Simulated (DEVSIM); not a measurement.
Structure: illuminated Si n-on-p cell, one wavelength, at 300 K.

```csv
layer (left to right),material,thickness (μm),Nd (cm⁻³),Na (cm⁻³),τn (s),τp (s),absorption coefficient (cm⁻¹)
1,Si,0.310,8e17,-,2.3e-7,1.1e-7,53000
2,Si,27.0,-,1.2e15,3.5e-7,3.5e-7,53000
```

Left contact: ohmic, minority hole recombination velocity 600 cm/s. Right contact: ohmic, minority electron recombination velocity 10 cm/s. Voltage is applied to the left contact. Recombination: SRH at mid-gap, radiative, Auger. Gap narrowing is on: ΔEg = 6.92 meV × (l + √(l² + 0.5)), l = ln(N/1.3e17 cm⁻³), shared equally by both band edges. Light enters at the left, 6.7e17 photons cm⁻² s⁻¹, one pass, no reflection. Mobility is constant in doping.

The device is made up for the run: typed textbook-type constants, with dimensions and the other settings drawn at random. Values at 300 K.

```tsv
parameter	Si
gap (eV)	1.124
affinity (eV)	4.05
permittivity	11.7
Nc (cm⁻³)	2.86e19
Nv (cm⁻³)	3.1e19
μn (cm²/Vs)	1417
μp (cm²/Vs)	470
B (cm³/s)	4.7e-15
Cn (cm⁶/s)	2.8e-31
Cp (cm⁶/s)	9.9e-32
```

Model (solved in DEVSIM): 1D drift-diffusion, Boltzmann statistics, complete ionisation; no tunnelling, impact ionisation, image-force lowering or self-heating.

Tabulate band edges, carrier densities and field at zero bias, in the dark.

Energies count from the Fermi level of the right contact; mesh points crowd at the junctions.

```tsv
x (μm)	Ec (eV)	Ev (eV)	n (cm⁻³)	p (cm⁻³)	field (V/cm)
0.000	0.092	-1.006	8.0e17	400	≈ 0
0.02449	0.092	-1.006	8.0e17	400	≈ 0
0.07337	0.092	-1.006	8.0e17	400	≈ 0
0.1550	0.092	-1.006	8.0e17	400	≈ 0
0.2608	0.092	-1.006	8.0e17	400	≈ 0
0.2967	0.094	-1.004	7.6e17	420	3200
0.3167	0.152	-0.972	8.0e16	1500	30000
0.3710	0.254	-0.870	1.6e15	75000	15000
0.4630	0.382	-0.742	1.1e13	1.1e7	13000
0.6547	0.596	-0.527	2.8e9	4.3e10	9400
1.086	0.834	-0.290	280000	4.2e14	2000
2.412	0.861	-0.263	98000	1.2e15	≈ 0
4.898	0.861	-0.263	98000	1.2e15	≈ 0
9.889	0.861	-0.263	98000	1.2e15	≈ 0
20.00	0.861	-0.263	98000	1.2e15	≈ 0
23.95	0.861	-0.263	98000	1.2e15	≈ 0
25.71	0.861	-0.263	98000	1.2e15	≈ 0
26.55	0.861	-0.263	98000	1.2e15	≈ 0
27.05	0.861	-0.263	98000	1.2e15	≈ 0
27.20	0.861	-0.263	98000	1.2e15	≈ 0
27.27	0.861	-0.263	98000	1.2e15	≈ 0
27.31	0.861	-0.263	98000	1.2e15	≈ 0
```
